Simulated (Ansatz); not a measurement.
## HfC under a change: isotropic strain +2.00 %

Base system: HfC in the rock salt structure (space group Fm-3m, No. 225; a = 4.607 Å; relaxed with 0.1 eV smearing).

Perturbation: the cell is scaled by 1.0200 in all directions; the atoms relax in the strained cell.

All numbers come from PBEsol (Ansatz, an electronic-structure program), spin-orbit coupling left out. Γ-centred 22×22×22 mesh, Fermi–Dirac width 0.1 eV.

| quantity | base | changed | shift |
|---|---|---|---|
| volume per atom | 12.22 Å³ | 12.97 Å³ | +0.75 Å³ |
| space group | Fm-3m (No. 225) | Fm-3m (No. 225) | – |
| shortest interatomic distance | 4.353 bohr | 4.440 bohr | +0.087 bohr |
| energy relative to the base (free energy F) | 0 meV/atom | +32 meV/atom | +32 meV/atom |
| pressure | 0.0 GPa | -13.1 GPa | -13.1 GPa |
| band gap | zero | zero | – |

Final structure:

```xyz
2
Lattice="0.0000 2.3496 2.3496 2.3496 0.0000 2.3496 2.3496 2.3496 0.0000" Properties=species:S:1:pos:R:3 pbc="T T T"
Hf     0.0000     0.0000     0.0000
C      2.3496     2.3496     2.3496
```

Whether these cells are dynamically stable was not tested. The final runs are not spin-polarised.
